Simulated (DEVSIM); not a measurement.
Structure: isotype n-n heterojunction In0.52Al0.48As/In0.53Ga0.47As, at 300 K.

Layer 1 from the left is In0.52Al0.48As, thickness (μm) 0.110, Nd (cm⁻³) 1.1e17, τn (s) 5.8e-8, τp (s) 5.8e-8. Layer 2 from the left is In0.53Ga0.47As, thickness (μm) 0.460, Nd (cm⁻³) 5.8e15, τn (s) 5.8e-8, τp (s) 5.8e-8.

Left contact: ohmic. Right contact: ohmic. Voltage is applied to the left contact. Recombination: SRH at mid-gap, radiative, Auger. Mobility is μmin + (μ − μmin)/(1 + (N/Nref)^α).

This is a model device: material constants are rounded textbook-type values typed into the input, and sizes, dopings and lifetimes were drawn at random. Values at 300 K.

In0.52Al0.48As: gap (eV) 1.45, affinity (eV) 4, permittivity 12.5, Nc (cm⁻³) 5.1e17, Nv (cm⁻³) 1.1e19, μn (cm²/Vs) 4000, μp (cm²/Vs) 75, μn,min 800, μp,min 10, Nref,n 3e16, Nref,p 1e17, αn 1.1, αp 0.6, B (cm³/s) 1e-10, Cn (cm⁶/s) 1e-30, Cp (cm⁶/s) 1e-30. In0.53Ga0.47As: gap (eV) 0.74, affinity (eV) 4.51, permittivity 13.9, Nc (cm⁻³) 2.1e17, Nv (cm⁻³) 7.7e18, μn (cm²/Vs) 12000, μp (cm²/Vs) 300, μn,min 300, μp,min 10, Nref,n 1.3e17, Nref,p 4.9e17, αn 0.48, αp 0.4, B (cm³/s) 9.6e-11, Cn (cm⁶/s) 5e-29, Cp (cm⁶/s) 5e-29.

Model (solved in DEVSIM): 1D drift-diffusion, Boltzmann statistics, complete ionisation; no tunnelling, impact ionisation, image-force lowering or self-heating. Band offsets follow the typed affinities; no thermionic-emission limit at abrupt steps, no polarisation charge.

### Question
What does the simulation give for the potential step across the device at zero bias, the dark forward voltage at 1 A/cm²?

### Answer
potential step across the device at zero bias 0.563 V; dark forward voltage at 1 A/cm² 0.589 V.
